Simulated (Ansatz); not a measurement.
Response to strain in ZnCu

Start from ZnCu in the CsCl type structure (space group Pm-3m, No. 221; a = 2.908 Å; relaxed with 0.1 eV smearing). Axes: x, y, z lie along the cube axes.

Strains are applied to the cell and any free atomic positions relax; under biaxial strain the out-of-plane vector relaxes too.

Method: PBEsol (Ansatz, a quantum-chemistry and plane-wave program), no spin-orbit coupling.

```csv
"biaxial strain, plane normal [111], relaxed out of plane (%)",out-of-plane strain (%)
0,0.00
0.42,-0.21
0.83,-0.40
1.25,?
1.67,-0.77
2.08,-0.94
2.5,-1.11
```

Problem. Fit ε⊥ = −νε + γε² (strains in %) to the rows shown and predict the withheld row.

Solution. Least squares on the printed values gives ν = 0.50 (the biaxial Poisson response) and γ = 0.023 (largest residual 0.00 %); this predicts -0.59 %, and the run gives -0.59 %, in agreement.

Stability against distortions was not tested. All final runs are without spin polarisation.
